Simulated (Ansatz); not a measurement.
# NiO: pressure series

The reference is NiO in the rock salt structure (space group Fm-3m, No. 225; ferromagnetic).

```
NiO
1.0
    0.00000     2.09432     2.09432
    2.09432     0.00000     2.09432
    2.09432     2.09432     0.00000
O Ni
1 1
Direct
  0.00000   0.00000   0.00000
  0.50000   0.50000   0.50000
```

Cell and atoms are relaxed at each pressure.

Calculations: Ansatz (a quantum-chemistry and plane-wave program), r2SCAN, PAW, cutoff 500 eV, scalar-relativistic without spin-orbit coupling.

```json
[
 {"variant": "base", "lattice parameter a": "418.9 pm", "smallest direct gap": "1.71 eV", "band gap": "0.82 eV"},
 {"variant": "pressure −2 GPa", "lattice parameter a": "420.2 pm", "smallest direct gap": "1.73 eV", "band gap": "0.86 eV"},
 {"variant": "pressure −1 GPa", "lattice parameter a": "419.5 pm", "smallest direct gap": "1.72 eV", "band gap": "0.84 eV"},
 {"variant": "pressure 0.9 GPa", "lattice parameter a": "418.3 pm", "smallest direct gap": "1.71 eV", "band gap": "0.81 eV"},
 {"variant": "pressure 2.1 GPa", "lattice parameter a": "417.5 pm", "smallest direct gap": "1.70 eV", "band gap": "0.79 eV"},
 {"variant": "pressure 4.5 GPa", "lattice parameter a": "416.1 pm", "smallest direct gap": "1.69 eV", "band gap": "0.75 eV"},
 {"variant": "pressure 9 GPa", "lattice parameter a": "413.5 pm", "smallest direct gap": "1.66 eV", "band gap": "0.69 eV"},
 {"variant": "pressure 15 GPa", "lattice parameter a": "410.4 pm", "smallest direct gap": "1.63 eV", "band gap": "0.60 eV"},
 {"variant": "pressure 22.5 GPa", "lattice parameter a": "407.0 pm", "smallest direct gap": "1.58 eV", "band gap": "0.49 eV"},
 {"variant": "pressure 30 GPa", "lattice parameter a": "403.9 pm", "smallest direct gap": "1.54 eV", "band gap": "0.39 eV"}
]
```

Load acts through the strain it causes; cell and atoms are relaxed under it. Stability against distortions was not tested. No other phases were tried under pressure. No Hubbard U is applied and the magnetic state is the run's own (NiO ferromagnetic); small cells can't hold the antiferromagnetic order that many such compounds have, so gaps and moments can be off. A gap here joins edges of opposite spin (a spin-flip gap). In its common phase, real NiO is an antiferromagnetic insulator at low temperature.
